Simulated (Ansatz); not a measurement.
**MgO: pressure series**

Take MgO in the rock salt structure (space group Fm-3m, No. 225; a = 4.254 Å) as the base.

Cell and atoms are relaxed at each pressure.

Levels (all Ansatz, an electronic-structure program, PAW): PBE (420 eV, without spin-orbit coupling); PBEsol (420 eV, scalar-relativistic without spin-orbit coupling).

The base cell above is that of PBE; each level relaxes its own structures.

```
case              lattice parameter a, PBE  lattice parameter a, PBEsol
----------------  ------------------------  ---------------------------
pressure −2 GPa                    4.273 Å                      4.232 Å
pressure −1 GPa                    4.263 Å                      4.223 Å
pressure 0.3 GPa                   4.251 Å                      4.212 Å
pressure 0.7 GPa                   4.247 Å                      4.208 Å
pressure 1.5 GPa                   4.240 Å                      4.201 Å
pressure 3 GPa                     4.226 Å                      4.188 Å
pressure 5 GPa                     4.209 Å                      4.172 Å
pressure 7.5 GPa                   4.189 Å                      4.153 Å
pressure 10 GPa                    4.170 Å                      4.136 Å
```

PBE lies above PBEsol in every row, by 0.035 Å to 0.041 Å. They put the cases in the same order.

Load acts through the strain it causes; cell and atoms are relaxed under it. Whether these cells are dynamically stable was not tested. Competing high-pressure phases were not computed. The base started in P3_121 and relaxed to Fm-3m at this level.
